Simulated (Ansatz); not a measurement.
Given:

```
Hf
1.0
    3.15810     0.00000     0.00000
   -1.57905     2.73500     0.00000
    0.00000     0.00000     5.10459
Hf
2
Direct
  0.66667   0.33333   0.75000
  0.33333   0.66667   0.25000
```

No spin polarisation.

The values are results of PBEsol (Ansatz, a quantum-chemistry and plane-wave program; PAW; 420 eV plane waves; no SOC), not measurements. Γ-centred 21×21×12 mesh, Fermi–Dirac width 0.1 eV.

Predict the band gap and stress.

The band gap is zero and the stress (xx, yy, zz, yz, xz, xy; compression positive) is (-1.4, -1.4, -3.9, 0.0, 0.0, 0.0) GPa.

The cells carry an imposed strain or load. Whether these cells are dynamically stable was not tested. All final runs are without spin polarisation. The cell was made from Hf in the hcp (Mg type) structure (space group P6_3/mmc, No. 194) by this change: uniaxial strain ε_zz = +2.00 %.
